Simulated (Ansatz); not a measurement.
System: basal extrinsic fault in hcp Ti; relaxed on a coarser mesh with the in-plane cell held.

Here is the system:

```xyz
15
Lattice="2.9387 0.0000 0.0000 -1.4693 2.5450 0.0000 0.0000 0.0000 35.0218" Properties=species:S:1:pos:R:3 pbc="T T T"
Ti     0.0000     0.0000     1.1909
Ti     0.0000     1.6966     3.5298
Ti     0.0000     0.0000     5.8663
Ti     0.0000     1.6966     8.1939
Ti     0.0000     0.0000    10.5230
Ti     0.0000     1.6966    12.8506
Ti     0.0000     0.0000    15.1798
Ti     0.0000     1.6966    17.5073
Ti     0.0000     0.0000    19.8365
Ti     0.0000     1.6966    22.1641
Ti     0.0000     0.0000    24.4946
Ti     0.0000     1.6966    26.8192
Ti     0.0000     0.0000    29.1573
Ti     0.0000     1.6966    31.4962
Ti     1.4693     0.8483    33.8545
```

Zero-bias coherent transport, averaged over 0.1 eV about the Fermi level.

Values are means of three energies within 0.05 eV of the Fermi level, on a potential converged at a Fermi-Dirac width of 0.05 eV. Resistances leave out the leads' Sharvin resistance. Spin-orbit coupling is left out.

Q: Give the specific resistance of the junction and the share of channels that pass that Ansatz (a program for electronic structure) with PBE yields.

A: AR = 0.58 × 10⁻¹⁵ Ω m²; 71 % of the channels of the narrower lead pass.
